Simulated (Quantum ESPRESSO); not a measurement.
Quantum ESPRESSO is run on YGe2 (I4_1/amd, 6 atoms in the cell), and the run fails. The aim is a self-consistent single point with DFT, PBEsol, plane waves, PSlibrary PAW (PBE) pseudopotentials.

The input file:

```fortran
&control
  calculation = 'scf'
  outdir = './out'
  pseudo_dir = './pp'
  tprnfor = .true.
  tstress = .true.
/
&system
  ibrav = 0
  nat = 6
  ntyp = 2
  ecutwfc = 45
  ecutrho = 315
  occupations = 'smearing'
  smearing = 'fd'
  degauss = 0.0073499
  input_dft = 'pbesol'
/
&electrons
  conv_thr = 1.0d-9
/
ATOMIC_SPECIES
Y     88.9058  Y.pbe-spn-kjpaw_psl.1.0.0.UPF
Ge    72.6300  Ge.pbe-n-kjpaw_psl.1.0.0.UPF
CELL_PARAMETERS bohr
  -3.7747562798     3.7747562798    15.7340770321
   3.7747562798    -3.7747562798    15.7340770321
   3.7747562798     3.7747562798   -15.7340770321
ATOMIC_POSITIONS crystal
Y     0.5000000000    0.5000000000    0.0000000000
Y     0.2500000000    0.7500000000    0.5000000000
Ge    0.8279900000    0.3279900000    0.5000000000
Ge    0.0779900000    0.0779900000    0.0000000000
Ge    0.9220100000    0.9220100000    0.0000000000
Ge    0.6720100000    0.1720100000    0.5000000000
K_POINTS automatic
6 6 6  0 0 0
```

Output (repeated stretches shortened):

```
 %%%%%%%%%%%%%%%%%%%%%%%%%%%%%%%%%%%%%%%%%%%%%%%%%%%%%%%%%%%%%%%%%%%%%%%%%%%%%%
     Error in routine readpp (1):
     file ./pp/Y.pbe-spn-kjpaw_psl.1.0.0.UPF not found
 %%%%%%%%%%%%%%%%%%%%%%%%%%%%%%%%%%%%%%%%%%%%%%%%%%%%%%%%%%%%%%%%%%%%%%%%%%%%%%

     stopping ...
```

**Question.** From the messages shown, name the fault and mend the input.

**Answer.** The fault is a wrong folder for the potentials. The files are not in the folder that the input names. To fix it, correct the folder. The program stopped before any SCF iteration.

An input that runs soundly differs in these lines (not the only fix; some lines may just follow from the change or write a value another way):
```diff
-  pseudo_dir = './pp'
+  pseudo_dir = './'
```

With that input, the run converged in 10 iterations: free energy E − TS -16352.5237 eV; Fermi level (on the code's own zero) 9.17 eV; pressure -3.01 GPa; largest force (vector length) 0.074 eV/Å (DFT, PBEsol, plane waves, PSlibrary PAW (PBE) pseudopotentials).

On the sound input: the starting cell comes from a database of computed structures (which also holds hypothetical and non-ambient phases and stackings), without a prior relaxation at this level. With a pressure of about -3 GPa the cell is away from its equilibrium volume at this level.
